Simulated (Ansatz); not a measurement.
Model glasses of amorphous TiO2, 62 to 65 atoms (Ti20O40 before any change). Each row is one cell at a composition chosen by hand, melted whole on the CHGNet potential with the anions pushed apart under 1.9 Å, quenched within some picoseconds, far faster than a real film, and relaxed with PBE, scalar-relativistic without spin-orbit coupling (plane waves to 420 eV, PAW; Ansatz, a program for electronic structure). Each is the lower in DFT energy of 2 quenches. Cycles of charging and discharging were tried on the cells ahead of these points, and a cell that came back lower was taken. The column on the box says what of it was relaxed with the atoms; held means as the quench left it. Cells that kept moments or hold spare charge are left out.

Formal charges balance in every cell, with the guest at the charge named. Neighbours are the O atoms within a cut-off of 1.2 times the sum of covalent radii; the radius is Shannon's ionic radius for that charge at the coordination found, taken on a straight line between listed coordinations where the table lacks it, averaged where a cell holds several guest atoms. The coordination is that of the cell taken. The cells ran without spin polarisation.

| guest | change of the cell | box | cut-off (Å) | O neighbours | ionic radius (Å) | mean guest-O distance (Å) |
|---|---|---|---|---|---|---|
| B3+ | +2 B, +3 O | shape | 1.80 | 3, 3 | 0.01 | 1.37 |
| Be2+ | +1 Be, +1 O | volume and shape | 1.94 | 4 | 0.27 | 1.65 |
| Ga3+ | +2 Ga, +3 O | shape | 2.26 | 5, 4 | 0.51 | 1.92 |
| Zn2+ | +1 O, +1 Zn | volume and shape | 2.26 | 4 | 0.60 | 2.01 |
| Mg2+ | +1 Mg, +1 O | shape | 2.48 | 5 | 0.66 | withheld |
| In3+ | +2 In, +3 O | shape | 2.50 | 5, 5 | 0.71 | 2.15 |
| Ag1+ | +2 Ag, +1 O | shape | 2.53 | 2, 4 | 0.84 | 2.34 |
| Na1+ | +2 Na, +1 O | shape | 2.78 | 6, 5 | 1.01 | 2.54 |

Fit a straight line of the last column on the one before it through the 7 full rows, and predict the withheld value for Mg2+.

Means: x = 0.564, y = 1.997. Slope = Σ(Δx Δy) / Σ(Δx²) = 0.8132 / 0.6940 = 1.172; intercept = 1.997 − (1.172) × 0.564 = 1.336 Å; r.m.s. residual 0.020 Å. Prediction: 1.336 + (1.172) × 0.66 = 2.11 Å. The run gave 2.11 Å, a miss of 0.00 Å, within the residual.

What would hard spheres give for this line?

A slope of 1 and an intercept at the radius of O2−, 1.35 Å for two neighbours to 1.40 Å for six in Shannon's table; the fit has 1.172 and 1.336 Å.
